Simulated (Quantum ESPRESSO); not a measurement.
Checking a run of Quantum ESPRESSO on Ta2N (P-31m, 9 atoms in the cell). The aim is a self-consistent single point with DFT, PBEsol, plane waves, GBRV 1.5 ultrasoft (PBESOL) pseudopotentials.

Cell that was meant: a = 5.3728 Å, b = 5.3728 Å, c = 5.0103 Å, α = 90.00°, β = 90.00°, γ = 120.00°.

Part of the input:

```fortran
   occupations = 'smearing',
   smearing = 'fermi-dirac',
   degauss = 0.0073499,
   nbnd = 47,
/
&ELECTRONS
   conv_thr = 1.0d-10,
```

The program printed (abridged):

```
     G-vector sticks info
     --------------------
     sticks:   dense  smooth     PW     G-vecs:    dense   smooth      PW
   [... lines left out ...]
        k(    2) = (   0.0000000   0.0000000   0.2680895), wk =   0.0625000
        k(    3) = (   0.0000000   0.0000000  -0.5361791), wk =   0.0312500
   [... 10 lines left out ...]

     Dense  grid:    81563 G-vectors     FFT dimensions: (  60,  60,  54)

     Smooth grid:    28821 G-vectors     FFT dimensions: (  45,  45,  40)

     Initial potential from superposition of free atoms

     starting charge      92.9939, renormalised to      93.0000

     negative rho (up, down):  5.645E-01 0.000E+00
     Self-consistent Calculation

     iteration #  1     ecut=    40.00 Ry     beta= 0.70

     negative rho (up, down):  5.811E-01 0.000E+00

     total energy              =    -910.73098756 Ry
     estimated scf accuracy    <       1.39117481 Ry

     iteration #  2     ecut=    40.00 Ry     beta= 0.70

     negative rho (up, down):  5.857E-01 0.000E+00

     total energy              =    -910.92275424 Ry
     estimated scf accuracy    <       3.04427837 Ry

     iteration #  3     ecut=    40.00 Ry     beta= 0.70

     negative rho (up, down):  5.896E-01 0.000E+00

     total energy              =    -911.43989021 Ry
     estimated scf accuracy    <       0.01947875 Ry

   [... 10 blocks of this kind left out ...]

     iteration # 14     ecut=    40.00 Ry     beta= 0.70

     negative rho (up, down):  5.935E-01 0.000E+00

     total energy              =    -911.45354381 Ry
     estimated scf accuracy    <          9.4E-10 Ry

     iteration # 15     ecut=    40.00 Ry     beta= 0.70

     negative rho (up, down):  5.935E-01 0.000E+00
     End of self-consistent calculation

     the Fermi energy is    18.9117 ev

!    total energy              =    -911.45354381 Ry
     estimated scf accuracy    <          8.8E-11 Ry
     smearing contrib. (-TS)   =      -0.00420058 Ry
     internal energy E=F+TS    =    -911.44934323 Ry

     convergence has been achieved in  15 iterations

     negative rho (up, down):  5.935E-01 0.000E+00

     Forces acting on atoms (cartesian axes, Ry/au):

     atom    1 type  1   force =    -0.00019578   -0.00033909   -0.00525704
     atom    2 type  1   force =     0.00019578    0.00033909    0.00525704
     atom    3 type  1   force =     0.00039155    0.00000000   -0.00525704
     atom    4 type  1   force =    -0.00039155    0.00000000    0.00525704
   [... lines left out ...]
     Total force =     0.012913     Total SCF correction =     0.000011
   [... lines left out ...]

     negative rho (up, down):  5.935E-01 0.000E+00
          total   stress  (Ry/bohr**3)                   (kbar)     P=     -178.80
  -0.00125141  -0.00000000   0.00000000         -184.09       -0.00        0.00
  -0.00000000  -0.00125141   0.00000000           -0.00     -184.09        0.00
   0.00000000   0.00000000  -0.00114354            0.00        0.00     -168.22

   JOB DONE.
```

**Question.** Can these results be used? Check the input.

**Answer.** The run is not sound. The fault is too few bands. The band count has to hold all valence electrons, and a smeared run needs empty bands on top for the tail of the occupations. To fix it, raise the band count or leave it to the default. The run converged in 15 iterations without an error; against the sound input the free energy rises by 7.6 meV/atom, the pressure goes from -17.98 to -17.88 GPa and the largest force goes from 0.223 to 0.136 eV/Å.

The sound input it was made from differs as follows (other fixes are possible):
```diff
-   nbnd = 47,
```

With that input, the run converged in 14 iterations: free energy E − TS -12401.0257 eV; Fermi level (on the code's own zero) 18.75 eV; pressure -17.98 GPa; largest force (vector length) 0.223 eV/Å (DFT, PBEsol, plane waves, GBRV 1.5 ultrasoft (PBESOL) pseudopotentials).

On the sound input: the starting cell comes from a database of computed structures (which also holds hypothetical and non-ambient phases and stackings), without a prior relaxation at this level. Its lattice was rescaled by a random factor within 2.5 % of one. Spin polarisation is off; with an odd number of electrons in the cell that forces a metal, and a magnetic state may lie lower. With a pressure of about -18 GPa the cell is away from its equilibrium volume at this level.
